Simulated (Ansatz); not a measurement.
ZrTiO₄ (P2₁2₁2, No. 18, 12 atoms in the cell; start mp-1215197), treated with r²SCAN in Ansatz (PAW).

Numerical settings: plane-wave cutoff 560 eV, 8×8×6 k mesh (along the axes of the cell as run), Fermi–Dirac smearing 0.01 eV, no spin polarisation, scalar-relativistic PAW data made under PBE.

Cell (relaxed with PBEsol):

```yaml
crystal:
  lattice:
    - [4.72591, 0.00000, 0.00000]
    - [0.00000, 5.07533, 0.00000]
    - [0.00000, 0.00000, 5.62703]
  atoms:
    - { symbol: Zr, position: [0.00000, 0.50000, 0.42241] }
    - { symbol: Zr, position: [0.50000, 0.00000, 0.57759] }
    - { symbol: Ti, position: [0.00000, 0.00000, 0.06958] }
    - { symbol: Ti, position: [0.50000, 0.50000, 0.93042] }
    - { symbol: O, position: [0.73692, 0.17717, 0.87516] }
    - { symbol: O, position: [0.26308, 0.82283, 0.87516] }
    - { symbol: O, position: [0.23692, 0.32283, 0.12484] }
    - { symbol: O, position: [0.76308, 0.67717, 0.12484] }
    - { symbol: O, position: [0.28275, 0.33959, 0.64945] }
    - { symbol: O, position: [0.71725, 0.66041, 0.64945] }
    - { symbol: O, position: [0.78275, 0.16041, 0.35055] }
    - { symbol: O, position: [0.21725, 0.83959, 0.35055] }
```

Question: Give the computed band gap.

Answer: 
- band gap: 3.19 eV

Note: cell and atoms aren't relaxed at this level (largest force component 0.05 eV/Å, pressure 2.5 GPa).

Spin–orbit coupling is not included.

Static lattice: no zero-point or thermal effects.

A start named mp-… is a Materials Project structure, which need not be a measured phase.

Ansatz is an electronic-structure program.
